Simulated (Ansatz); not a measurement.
## Si: pressure series

The parent structure is Si in the diamond structure (space group Fd-3m, No. 227; a = 5.470 Å).

Cell and atoms are relaxed at each pressure.

All numbers come from DFT with PBE, PAW potentials and a 420 eV plane-wave cutoff in Ansatz (a quantum-chemistry and plane-wave program), without spin-orbit coupling, earlier PAW set.

```
case              band gap  lattice parameter a
----------------  --------  -------------------
base               0.61 eV          10.337 bohr
pressure −2 GPa    0.66 eV          10.418 bohr
pressure −1 GPa    0.63 eV          10.376 bohr
pressure 3 GPa         ___                  ___
pressure 7 GPa     0.48 eV          10.105 bohr
pressure 15 GPa    0.36 eV           9.903 bohr
pressure 30 GPa    0.15 eV           9.620 bohr
pressure 50 GPa       zero           9.345 bohr
pressure 75 GPa       zero           9.086 bohr
pressure 100 GPa      zero           8.883 bohr
```

Some entries are withheld; estimate them.


- pressure 3 GPa, band gap: 0.56 eV
- pressure 3 GPa, lattice parameter a: 10.228 bohr

The mesh was chosen for an insulator and is coarse for the gapless case. Load acts through the strain it causes; cell and atoms are relaxed under it. Stability against distortions was not tested. Measured, Si leaves this structure (for the β-tin structure) near 12 GPa (room temperature; as listed in arXiv:1906.07825). A zero or small gap of Si under pressure 30 GPa and Si under pressure 50 GPa can be the functional's error rather than a property of the material.
